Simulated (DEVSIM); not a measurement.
# abrupt GaAs p-n junction

Structure: abrupt GaAs p-n junction, at 300 K.

| layer (left to right) | material | thickness (μm) | Nd (cm⁻³) | Na (cm⁻³) | τn (s) | τp (s) |
|---|---|---|---|---|---|---|
| 1 | GaAs | 5.50 | - | 2.4e16 | 2.4e-9 | 2.4e-9 |
| 2 | GaAs | 1.20 | 9e16 | - | 2.4e-9 | 2.4e-9 |

Left contact: ohmic. Right contact: ohmic. Voltage is applied to the left contact. Recombination: SRH at mid-gap, radiative, Auger. Mobility is constant in doping.

Constants are typed, rounded textbook-type inputs, not results; the design itself was drawn at random and stands for no fabricated device. Values at 300 K.

```
parameter        GaAs
-------------  ------
gap (eV)        1.424
affinity (eV)    4.07
permittivity     12.9
Nc (cm⁻³)      4.7e17
Nv (cm⁻³)        9e18
μn (cm²/Vs)      8500
μp (cm²/Vs)       400
B (cm³/s)       2e-10
Cn (cm⁶/s)      1e-30
Cp (cm⁶/s)      1e-30
```

Simulated with DEVSIM: 1D drift-diffusion, Boltzmann statistics, complete ionisation; no tunnelling, impact ionisation, image-force lowering or self-heating.

Potential step across the device at zero bias: 1.228 V
Largest field in the device at zero bias: 79000 V/cm
Dark forward voltage at 1 A/cm²: 0.996 V
Dark forward voltage at 100 A/cm²: 1.124 V

Dark forward current:

(V (V), J (A/cm²)): (0.05, 1.8e-10); (0.15, 1.9e-9); (0.25, 1.4e-8); (0.35, 1.0e-7); (0.45, 7.7e-7); (0.55, 5.8e-6); (0.65, 4.5e-5); (0.70, 0.00013); (0.80, 0.0014); (0.90, 0.031); (1.00, 1.2); (1.10, 47); (1.20, 790); (1.30, 4100)

Small-signal capacitance in reverse bias (quasi-static):

```csv
V (V),C (nF/cm²)
-0.04,37.7
-0.1,36.9
-0.2,35.5
-0.3,34.3
-0.4,33.2
-0.6,31.2
-0.8,29.6
-1,28.2
-1.3,26.5
-1.6,25.0
-2,23.4
```
